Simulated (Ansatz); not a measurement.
Take SiGe in the wurtzite structure (space group P6_3mc, No. 186; a = 3.900 Å, c = 6.443 Å; a model cell, its experimental status unchecked) as the base.

Levels (all Ansatz, an electronic-structure program, PAW, earlier PAW set): PBEsol (420 eV, no spin-orbit coupling); PBEsol+SOC (420 eV, noncollinear with spin-orbit coupling).

The geometry is relaxed with PBEsol.

```
Property                                    Result
----------------------------  --------------------
PBEsol valence-band top at Γ  0.00, 0.00, -0.32 eV
PBEsol band gap                            0.35 eV
```

### Question
What does PBEsol+SOC give at this geometry for the valence-band top at Γ, band gap and hole mass?

### Answer
The valence-band top at Γ (three highest Kramers pairs, from the VBM) becomes 0.00, -0.10, -0.41 eV (PBEsol: 0.00, 0.00, -0.32 eV); the band gap drops by 0.06 eV, from 0.35 eV to 0.29 eV; the hole mass amounts to 0.50 mₑ along c, 0.12 mₑ across (at Γ).

Single points use the geometry relaxed with PBEsol. Differences between runs with and without spin-orbit coupling are approximate. Effective masses come from finite differences of ±0.01 Å⁻¹. Whether these cells are dynamically stable was not tested. The zero or small gap of SiGe can change with the level of theory.
